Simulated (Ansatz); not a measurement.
CdSe (model structure, started from the BN type, Pm-3n, No. 223, 12 atoms in the cell) was calculated with r²SCAN (Ansatz, a first-principles code, PAW).

Numerical settings: plane-wave cutoff 560 eV, 6×6×6 k mesh, Fermi–Dirac smearing 0.01 eV, scalar-relativistic PAW data made under PBE.

Cell (relaxed at this level):

CdSe is taken in the cubic space group Pm-3n (No. 223), Pearson symbol cP12. Cell: a = b = c = 7.5471 Å, α = β = γ = 90.00°. Cd on 6c is surrounded by 4 Se at 2.668 Å. Se on 6d sees 4 Cd at 2.668 Å. (Neighbours: up to the widest gap in distance over summed covalent radii, below 1.35, at either atom; cation-cation and far metal-metal contacts left out.)

Problem. What does this level give for the band gap?

Solution. 
band gap: 1.20 eV (on the SCF k mesh)

Note: the relaxation could raise the start's symmetry but not lower it, so the cell can be a saddle point.

Spin–orbit coupling is not included.

The computed numbers hold no vibrational or temperature effects.

Computing time: around 9 core-minutes (rough).

A model structure was made by putting elements into a prototype or built by hand; it is no filed structure, need not be a known phase, and can be a saddle point held by its symmetry.
